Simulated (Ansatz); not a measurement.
## Effect of isotropic strain +4.15 % on hypothetical fluorite HfGe2

Start from HfGe$_{2}$ in the fluorite structure (space group Fm-3m, No. 225; a = 6.357 Å; a hypothetical phase, not in the database extracts checked; relaxed with 0.1 eV smearing).

Modification: the cell is scaled by 1.0415 in all directions; the atoms relax in the strained cell.

The values are results of Ansatz (a quantum-chemistry and plane-wave program) PBEsol, no spin-orbit coupling, earlier PAW set, not measurements. Settings: 16×16×16 k-points, 0.1 eV Fermi–Dirac smearing.

The volume per atom increases by 2.78 Å³, from 21.41 Å³ to 24.19 Å³ and the space group stays Fm-3m (No. 225). The shortest interatomic distance grows by 0.114 Å (2.753 Å → 2.867 Å) and the energy goes up by 79 meV/atom. The band gap stays zero.

Whether these cells are dynamically stable was not tested. The final runs are not spin-polarised. HfGe2 has a high density of states at the Fermi level and may be magnetic at this level.
